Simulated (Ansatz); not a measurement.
Polymorphs of VIr3, PBEsol, DFPT electron-phonon coupling, linearised Boltzmann equation run with Ansatz (a quantum-chemistry and plane-wave program); geometry: relaxed with this functional, without spin-orbit coupling.
- P6_3/mmc, primitive cell of 8: a = b = 5.401 Å, c = 4.310 Å, α = β = 90.00°, γ = 120.00°
- Pm-3m, primitive cell of 4: a = b = c = 3.7941 Å, α = β = γ = 90.00°

```
Space group  volume per atom (Å³)  resistivity at 300 K  mean free path at 300 K  electron-phonon coupling λ  logarithmic mean phonon energy
-----------  --------------------  --------------------  -----------------------  --------------------------  ------------------------------
P6_3/mmc                     13.6            12.2 μΩ·cm                  13.2 nm                           …                          20 meV
Pm-3m                        13.7                     …                  10.3 nm                        0.29                        19.3 meV
```

Q: What belongs in the gaps?

A: 
- P6_3/mmc, electron-phonon coupling λ: 0.24
- Pm-3m, resistivity at 300 K: 11.6 μΩ·cm

Metals; harmonic phonons alone scatter; means over directions. The mean free path is weighted by the current that each state carries. Halving the electron mesh moves these values by up to 6 %; q meshes are mostly untested. Some of the runs warned that the eigensolver left states short of its tolerance. Spin-orbit coupling is left out.

Formula and space group known from diffraction (Crystallography Open Database), not checked to be the room-temperature form: VIr3 (Pm-3m). Computed structure with no diffraction record at hand here (it may be known, metastable or hypothetical): VIr3 (P6_3/mmc). Treated as nonmagnetic (a ferromagnetic start lost its moment, other orders weren't tried): VIr3 (P6_3/mmc), VIr3 (Pm-3m). The missing spin-orbit coupling matters most for VIr3 (P6_3/mmc), VIr3 (Pm-3m).
